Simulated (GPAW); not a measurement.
Band structure of TaNbAl6 (P4/mmm, 8 atoms in the cell).

```xyz
8
Lattice="3.9100 0.0000 0.0000 0.0000 3.9100 0.0000 0.0000 0.0000 8.7054" Properties=species:S:1:pos:R:3 pbc="T T T"
Ta     1.9550     1.9550     4.3527
Al     1.9550     1.9550     0.0000
Al     0.0000     0.0000     4.3527
Al     0.0000     1.9550     2.1859
Al     0.0000     1.9550     6.5195
Al     1.9550     0.0000     2.1859
Al     1.9550     0.0000     6.5195
Nb     0.0000     0.0000     0.0000
```

Level of theory: PBEsol, GPAW PAW datasets PBEsol (made by gpaw-setup) (plane waves; GPAW 25.7.0).

Settings: mode = pw; ecut = 550 eV; xc = PBEsol; kpts = 7 7 3; mesh shift (steps) = 0 0 0; occupations.name = fermi-dirac; occupations.width = 0.05 eV; nbands = -16; convergence.forces = 0.001 eV/Å; symmetry.symmorphic = false; symmetry.tolerance = 0.0005; maxiter = 120; bandpath_npoints = 40.

The starting cell comes from a database of computed structures (which also holds hypothetical and non-ambient phases and stackings), without a prior relaxation at this level. Its lattice was rescaled by a random factor within 2.5 % of one. Spin-orbit coupling is off. Spin polarisation is off.

Levels in eV from the Fermi level, bands 19 to 26:
```
point     19     20     21     22     23    24    25    26
-----  -----  -----  -----  -----  -----  ----  ----  ----
Γ      -1.26  -1.09  -0.06  -0.06   0.04  0.29  1.33  1.33
X      -1.62  -1.51  -0.62  -0.57   1.32  1.42  2.02  2.14
M      -2.85  -2.81  -1.99  -1.99   0.99  1.36  1.51  1.91
Z      -0.99  -0.96   0.07   0.26   0.62  0.62  0.86  0.86
R      -1.23  -1.20  -0.35  -0.30   1.32  1.46  1.61  1.67
A      -2.39  -2.39  -1.65  -1.51  -0.19  0.48  1.34  1.37
```

Bands cross the Fermi level along this path, so the cell is metallic at this level.
